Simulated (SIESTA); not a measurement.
## Input and output of a self-consistent single point for Y2GaNi2 (Immm, 5 atoms in the cell) (SIESTA)

Level of theory: GGA PBEsol, numerical atomic orbitals DZP, PseudoDojo PBEsol standard norm-conserving potentials (rewritten from UPF to PSML) (SIESTA).

This input was run:

```
# files in the folder: Y.psml Ga.psml Ni.psml (PseudoDojo PBEsol standard)
SystemName  Y2GaNi2
SystemLabel y2gani2

NumberOfAtoms                5
NumberOfSpecies              3
%block ChemicalSpeciesLabel
  1 39 Y
  2 31 Ga
  3 28 Ni
%endblock ChemicalSpeciesLabel
LatticeConstant              5.335213 Ang
%block LatticeVectors
    -0.390909416    0.499593924    0.773043176
     0.390909416   -0.499593924    0.773043176
     0.390909416    0.499593924   -0.773043176
%endblock LatticeVectors
AtomicCoordinatesFormat      Fractional
%block AtomicCoordinatesAndAtomicSpecies
     0.702130000    0.202130000    0.500000000  1
     0.297870000    0.797870000    0.500000000  1
     0.000000000    0.000000000    0.000000000  2
     0.267590000    0.500000000    0.767590000  3
     0.732410000    0.500000000    0.232410000  3
%endblock AtomicCoordinatesAndAtomicSpecies

XC.functional                GGA
XC.authors                   PBEsol
PAO.BasisSize                DZP
PAO.EnergyShift              0.005 Ry
MeshCutoff                   300 Ry
%block kgrid.MonkhorstPack
    6   0   0  0.0
    0   6   0  0.0
    0   0   6  0.0
%endblock kgrid.MonkhorstPack
OccupationFunction           FD
ElectronicTemperature        100.0 meV

MaxSCFIterations             150
SCF.Mixer.Method             Pulay
SCF.Mixer.Weight             0.2
SCF.Mixer.History            8
SCF.DM.Tolerance             1.0E-04
Diag.ParallelOverK           true
WriteForces                  true
Charge.Mulliken              end
```

Output (repeated stretches shortened):

```
reinit: Reading from file input.fdf

reinit: System Name: Y2GaNi2
reinit: System Label: y2gani2

coor:   Atomic-coordinates input format  =     Fractional

siesta: Atomic coordinates (Bohr) and species
siesta:      0.00000   5.03695   3.15076  1        1
siesta:      3.94118   0.00000   4.64313  1        2
siesta:      0.00000   0.00000   0.00000  2        3
siesta:      3.94118   2.69568   0.00000  3        4
siesta:     -0.00000   2.34128   7.79389  3        5

siesta: System type = bulk

initatomlists: Number of atoms, orbitals, and projectors:      5    94    90

siesta: ******************** Simulation parameters ****************************
redata: Spin configuration                          = none
redata: Time-Reversal Symmetry                      = T
redata: Number of Atomic Species                    =        3
redata: Mesh Cutoff                                 =   300.0000 Ry
redata: Net charge of the system                    =     0.0000 |e|
redata: Min. number of SCF Iter                     =        0
redata: Max. number of SCF Iter                     =      150
redata: SCF convergence failure will abort job
redata: SCF mix quantity                            = Hamiltonian
redata: Mix DM or H after convergence               =   F
redata: Recompute H after scf cycle                 =   F
redata: Mix DM in first SCF step                    =   T
redata: No kicks to SCF
redata: DM Mixing Weight for Kicks                  =     0.5000
redata: Require Harris convergence for SCF          =   F
redata: Harris energy tolerance for SCF             =     0.000100 eV
redata: Require DM convergence for SCF              =   T
redata: DM tolerance for SCF                        =     0.000100
redata: Require EDM convergence for SCF             =   F
redata: EDM tolerance for SCF                       =     0.001000 eV
redata: Require H convergence for SCF               =   T
   [... lines left out ...]
diag: Parallel distribution                         =     1 x     1
diag: Used triangular part                          = Lower
diag: Absolute tolerance                            =  0.100E-15
diag: Orthogonalization factor                      =  0.100E-05
diag: Memory factor                                 =  1.0000

superc: Internal auxiliary supercell:     5 x     7 x     7  =     245
superc: Number of atoms, orbitals, and projectors:   1225  23030  22050

                        Single-point calculation

superc: Internal auxiliary supercell:     5 x     7 x     7  =     245
superc: Number of atoms, orbitals, and projectors:   1225  23030  22050

outcell: Unit cell vectors (Ang):
       -2.085585    2.665440    4.124350
        2.085585   -2.665440    4.124350
        2.085585    2.665440   -4.124350

outcell: Cell vector modules (Ang)   :    5.335213    5.335213    5.335213
outcell: Cell angles (23,13,12) (deg):    133.9778    120.0537     78.7441
outcell: Cell volume (Ang**3)        :     91.7091
new_DM -- step:     1
Initializing Density Matrix...

Attempting to read DM from file... Failed...
DM filled with atomic data:

InitMesh: MESH = 54 x 50 x 48 = 129600
InitMesh: Mesh cutoff (required, used) =   300.000   326.255 Ry

stepf: Fermi-Dirac step function
        iscf     Eharris(eV)        E_KS(eV)     FreeEng(eV)     dDmax    Ef(eV) dHmax(eV)
   scf:    1   -13279.282021   -13381.107590   -13381.345134  2.493675 -4.596024 31.315562
   scf:    2   -13291.804648   -13395.056388   -13395.137379  1.128127 -5.819478 25.190388
   scf:    3   -13430.439615   -13416.681529   -13416.772129  0.297800 -5.569814  9.358805
   scf:    4   -12911.068613   -13263.780749   -13264.035348  1.053159 -4.107936 58.467005
   scf:    5   -13473.228333   -13413.378904   -13413.562164  0.814480 -5.224688 13.358455
   scf:    6   -13419.722695   -13416.772838   -13416.941088  0.060567 -5.294423 10.046374
   [... 3 lines left out ...]
   scf:   10   -13421.218785   -13421.213167   -13421.337143  0.005070 -5.483623  0.126029
   scf:   11   -13421.214816   -13421.214188   -13421.337803  0.001655 -5.485349  0.026467
   scf:   12   -13421.214327   -13421.214263   -13421.337831  0.000453 -5.485294  0.010034
   scf:   13   -13421.214312   -13421.214288   -13421.337836  0.000227 -5.485269  0.003634
   scf:   14   -13421.214308   -13421.214298   -13421.337836  0.000044 -5.485273  0.000276
SCF Convergence by DM+H criterion
max |DM_out - DM_in|         :     0.0000439594
max |H_out - H_in|      (eV) :     0.0002757700
SCF cycle converged after 14 iterations

Using DM_out to compute the final energy and forces

siesta: E_KS(eV) =           -13421.2143

siesta: E_KS - E_eggbox =    -13421.2143

siesta: Atomic forces (eV/Ang):
     1    0.000416   -0.001130   -0.060051
     2   -0.000416    0.001129    0.060051
     3   -0.000000    0.000001   -0.000000
     4    0.000429    0.136922    0.000498
     5   -0.000429   -0.136921   -0.000498
   Tot   -0.000000   -0.000000   -0.000000
   Max    0.136922
   Res    0.054596    sqrt( Sum f_i^2 / 3N )
   Max    0.136922    constrained

Stress tensor Voigt[x,y,z,yz,xz,xy] (kbar):       29.50       29.54       25.71        0.62        0.26        0.20
(Free)E + p*V (eV/cell)   -13422.9549
Target enthalpy (eV/cell)   -13421.3378

siesta: Program's energy decomposition (eV):
siesta: Ebs     =     -2208.386945
siesta: Eions   =     17265.723426
siesta: Ena     =      1546.657810
siesta: Ekin    =      6631.816824
siesta: Enl     =     -2250.552260
siesta: Eso     =         0.000000
siesta: Edftu   =         0.000000
siesta: DEna    =        66.651536
siesta: DUscf   =         1.225052
siesta: DUext   =         0.000000
siesta: Ex      =     -2016.901869
siesta: Ec      =      -134.387966
siesta: Exc     =     -2151.289835
siesta: Eharris =    -13421.214308
siesta: Etot    =    -13421.214298
siesta: FreeEng =    -13421.337836

siesta: Atomic forces (eV/Ang):
siesta:      1    0.000416   -0.001130   -0.060051
siesta:      2   -0.000416    0.001129    0.060051
siesta:      3   -0.000000    0.000001   -0.000000
siesta:      4    0.000429    0.136922    0.000498
siesta:      5   -0.000429   -0.136921   -0.000498
siesta: ----------------------------------------
siesta:    Tot   -0.000000   -0.000000   -0.000000

siesta: Stress tensor (static) (eV/Ang**3):
siesta:     0.018414    0.000123    0.000161
siesta:     0.000123    0.018435    0.000389
siesta:     0.000161    0.000389    0.016047

siesta: Cell volume =         91.709074 Ang**3

siesta: Pressure (static):
   [... lines left out ...]
siesta:         -28.25009008        -28.64645585  kBar
   [... lines left out ...]
              0.300   0.470   0.628   0.538   0.733   0.386  -0.118  -0.178

             -0.150  -0.247  -0.051

Species: Ga
Atom  Qatom  Qorb
               4s      4s      4py     4pz     4px     4py     4pz     4px
               3dxy    3dyz    3dz2    3dxz    3dx2-y2 4dxy    4dyz    4dz2
               4dxz    4dx2-y2
   3 14.058   1.087   0.152   0.378   0.211   0.719   0.303   0.326   0.239
              1.991   2.000   1.998   2.003   2.002   0.336   0.006   0.166

              0.060   0.080

Species: Ni
Atom  Qatom  Qorb
               3s      4s      4s      3py     3pz     3px     4py     4pz
               4px     3dxy    3dyz    3dz2    3dxz    3dx2-y2 3dxy    3dyz
               3dz2    3dxz    3dx2-y2
   4 17.417   1.918  -0.147   0.147   2.006   2.006   2.005   0.328   0.232
              0.340   1.893   1.950   1.844   1.906   1.804  -0.147  -0.173

             -0.157  -0.181  -0.159
   5 17.417   1.918  -0.147   0.147   2.006   2.006   2.005   0.328   0.232
              0.340   1.893   1.950   1.844   1.906   1.804  -0.147  -0.173

             -0.157  -0.181  -0.159

mulliken: Qtot =       71.000

Mulliken Atomic Populations:
Atom #   charge [q] valence [e]  Species
     1    -0.053868   11.053868  Y
     2    -0.053868   11.053868  Y
     3    -1.057970   14.057970  Ga
     4     0.582854   17.417146  Ni
     5     0.582853   17.417147  Ni
 Total     0.000000
```

The run converged in 14 iterations.

The starting cell comes from a database of computed structures (which also holds hypothetical and non-ambient phases and stackings), without a prior relaxation at this level. Spin polarisation is off. Values carry the incompleteness of an atom-centred basis.

Cost on one core of a shared machine: roughly 3 min.
